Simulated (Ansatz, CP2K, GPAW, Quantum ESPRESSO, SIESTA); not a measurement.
## AlAg₂ (Cmcm, 6 atoms in the cell) computed with different codes at matched settings

Self-consistent single point.

```
AlAg2
1.0
    4.38055    -2.48456     0.00000
    4.38055     2.48456     0.00000
    0.00000     0.00000     4.61145
Al Ag
2 4
Direct
  0.82247   0.17753   0.75000
  0.17753   0.82247   0.25000
  0.47566   0.84634   0.75000
  0.52434   0.15366   0.25000
  0.84634   0.47566   0.25000
  0.15366   0.52434   0.75000
```

Shared settings, as Ansatz (a first-principles code) writes them: kpoints.mp_grid.grid = 6 6 5; scf.occupations.method = fermi_dirac; scf.occupations.width = 0.1 eV. Potentials and cutoffs stand in the table.

| code | model | pressure (GPa) | largest force (eV/Å) | cutoff |
|---|---|---|---|---|
| GPAW | LDA (Perdew-Wang 92), GPAW PAW datasets LDA (gpaw-data 1.0.1) | -7.86 | 0.192 | 550 eV |
| Ansatz | LDA (PW92), PAW files made with PBE | -8.00 | 0.192 | 420 eV |
| CP2K | LDA (Pade form), GPW, DZVP-MOLOPT-SR-GTH basis, GTH-PADE potentials (GTH_POTENTIALS) | -6.76 | 0.165 | grid 500 Ry |
| Quantum ESPRESSO | LDA (PZ), GBRV 1.5 ultrasoft (LDA) pseudopotentials | -9.10 | 0.188 | 40 Ry |
| SIESTA | LDA PW92, numerical atomic orbitals DZP, PseudoDojo LDA standard norm-conserving potentials (rewritten from UPF to PSML) | -8.56 | 0.172 | grid 400 Ry |

Size of the force on each atom (eV/Å): Sizes of forces hide their directions.

```json
[
 {"code": "GPAW", "Al1": "0.192", "Al2": "0.192", "Ag3": "0.016", "Ag4": "0.016", "Ag5": "0.016", "Ag6": "0.016"},
 {"code": "Ansatz", "Al1": "0.192", "Al2": "0.192", "Ag3": "0.016", "Ag4": "0.016", "Ag5": "0.016", "Ag6": "0.016"},
 {"code": "CP2K", "Al1": "0.165", "Al2": "0.165", "Ag3": "0.006", "Ag4": "0.006", "Ag5": "0.006", "Ag6": "0.006"},
 {"code": "Quantum ESPRESSO", "Al1": "0.188", "Al2": "0.188", "Ag3": "0.014", "Ag4": "0.014", "Ag5": "0.014", "Ag6": "0.014"},
 {"code": "SIESTA", "Al1": "0.172", "Al2": "0.172", "Ag3": "0.093", "Ag4": "0.093", "Ag5": "0.093", "Ag6": "0.093"}
]
```

The spread over the programs that give each value: pressure within 2.34 GPa; largest force within 0.027 eV/Å.

CP2K and SIESTA use small atom-centred bases, whose incompleteness enters pressures, forces and empty levels differently from a plane-wave cutoff. Ansatz's pressure is given at a fixed set of plane waves, as the other plane-wave codes print theirs; with its correction for the finite basis it is -7.96 GPa. The same LDA comes in different parametrisations, which differ slightly. In the pressure, CP2K (by 1.23) and Quantum ESPRESSO (by 1.10) lie more than 1 GPa from the median of the plane-wave programs.

The starting cell comes from a database of computed structures (which also holds hypothetical and non-ambient phases and stackings), without a prior relaxation at this level. Its lattice was rescaled by a random factor within 2.5 % of one.

Left out of this page: FLEUR (not drawn, or without a comparable value).

Keys are those of Ansatz 0.2.
